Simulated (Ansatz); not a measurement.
Consider TaN in the rock salt structure (space group Fm-3m, No. 225; a = 4.376 Å).

Perturbation: every N is replaced by F; the structure is relaxed again.

Levels (all Ansatz, an electronic-structure program, PAW): PBEsol (420 eV, no spin-orbit coupling); r2SCAN (500 eV, scalar-relativistic without spin-orbit coupling).

The geometry is relaxed with PBEsol.

PBEsol pressure: 0.0 GPa

Question: How does going to r2SCAN change the pressure?

Answer: The pressure goes from zero to 1.2 GPa.

Single points use the geometry relaxed with PBEsol. Their cutoffs differ, which shifts pressures a little. Stability against distortions was not tested. As relaxed here, TaF is a hypothetical phase, not in the database extracts checked. No Hubbard U is applied, and correlation can decide whether such a compound is a metal. The final runs are not spin-polarised. TaF has a high density of states at the Fermi level and may be magnetic at this level. This is not the structure that TaN has at room temperature and ambient pressure.
